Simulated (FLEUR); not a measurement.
# Short convergence ladders for Ti (P-3m1, 2 atoms in the cell)

```xyz
2
Lattice="1.4676 -2.5420 0.0000 1.4676 2.5420 0.0000 0.0000 0.0000 4.6566" Properties=species:S:1:pos:R:3 pbc="T T T"
Ti     1.4676     0.8473     1.2141
Ti     1.4676    -0.8473     3.4924
```

Base method: LDA (Vosko-Wilk-Nusair), all-electron FLAPW (FLEUR), scalar-relativistic valence run with FLEUR.

Base settings: Kmax = 4 1/bohr; GmaxXC = 16 1/bohr; xcFunctional = vwn; jspins = 1; l_soc = F; mode = hist; fermiSmearingEnergy = 0.00367493 Htr; mesh (inpgen div1-3) = 6 6 3; inpgen gamma flag = true; Gmax = 16 1/bohr.

**Shifted k-point meshes**

In this ladder: kpt_gamma = false.

Only quantities that move along the ladder and can be compared are tabulated.

| kpt_div | free energy less the last step's (meV/atom) | largest difference of a force vector from the last step's (eV/Å) |
|---|---|---|
| 2 2 2 | 151.49 | 0.046 |
| 4 4 2 | -32.46 | 0.016 |
| 6 6 4 | 0.63 | 0.010 |
| 10 10 6 | 0.13 | 0.003 |
| 14 14 8 | 0.00 | 0.000 |
| 18 18 10 | 0.00 | 0.000 |

Coarsest kpt_div that holds the forces within 0.005 eV/Å of the last step, with all finer ones: 10 10 6; the step before is off by 0.010 eV/Å.

Coarsest kpt_div that holds the free energy within 0.5 meV/atom of the last step, with all finer ones: 10 10 6; the step before is off by 0.63 meV/atom.

**The k-point mesh at a smearing width of 0.3 eV**

In this ladder: fermiSmearingEnergy = 0.0110248 Htr. Moved along: kpt_gamma.

Only quantities that move along the ladder and can be compared are tabulated.

| kpt_div | free energy less the last step's (meV/atom) |
|---|---|
| 5 5 3 | -3.54 |
| 6 6 3 | 1.17 |
| 7 7 4 | -0.01 |
| 14 14 8 | -0.01 |
| 21 21 12 | 0.00 |

Coarsest kpt_div that holds the free energy within 2 meV/atom of the last step, with all finer ones: 6 6 3; the step before is off by 3.5 meV/atom.

**The mesh under tetrahedron occupations**

In this ladder: mode = tetra; fermiSmearingEnergy = 0.0001 Htr.

Only quantities that move along the ladder and can be compared are tabulated.

```tsv
kpt_div	free energy less the last step's (meV/atom)	largest difference of a force vector from the last step's (eV/Å)
5 5 3	23.00	0.067
7 7 4	16.23	0.023
8 8 5	14.27	0.016
13 13 7	5.20	0.008
19 19 11	1.31	0.003
24 24 13	0.00	0.000
```

Coarsest kpt_div that holds the forces within 0.01 eV/Å of the last step, with all finer ones: 13 13 7; the step before is off by 0.016 eV/Å.

Coarsest kpt_div that holds the free energy within 2 meV/atom: not settled: the last two steps still differ by 1.3 meV/atom, over half the tolerance, so the ladder does not show it.

On the base run: the starting cell has typed, rounded lattice constants, without a prior relaxation at this level. Its lattice was rescaled by up to half a per cent. One atom was moved a little off its site on purpose. Spin polarisation is off. Values depend on the basis (sphere radii, cutoffs, local orbitals), which need not be converged.
